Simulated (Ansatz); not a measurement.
# Hypothetical P6_3/mmc SiS2: pressure series

Base system: SiS2 in the 2H-MoS2 type structure (space group P6_3/mmc, No. 194; a hypothetical phase, not in the database extracts checked; layered, stacked along the Cartesian z axis).

```xyz
6
Lattice="3.2096 0.0000 0.0000 -1.6048 2.7796 0.0000 0.0000 0.0000 11.7670" Properties=species:S:1:pos:R:3 pbc="T T T"
Si     0.0000     1.8531     2.9418
Si     1.6048     0.9265     8.8253
S      0.0000     1.8531     7.3694
S      1.6048     0.9265     1.4859
S      1.6048     0.9265     4.3976
S      0.0000     1.8531    10.2811
```

Cell and atoms are relaxed at each pressure.

Calculations: PBE-D3(BJ)/PAW in Ansatz (a program for electronic structure), scalar-relativistic without spin-orbit coupling.

Candidates:
(a) pressure 15 GPa
(b) pressure 2.1 GPa
(c) pressure 22.5 GPa
(d) pressure 30 GPa
(e) pressure 4.5 GPa

Before the change:

- c/a ratio = 3.666

Question: Order them by c/a ratio, lowest first.

Answer: (d) pressure 30 GPa (3.267), (c) pressure 22.5 GPa (3.297), (a) pressure 15 GPa (3.320), (e) pressure 4.5 GPa (3.509), (b) pressure 2.1 GPa (3.571)

Load acts through the strain it causes; cell and atoms are relaxed under it. Whether these cells are dynamically stable was not tested. Competing high-pressure phases were not computed. All final runs are without spin polarisation.
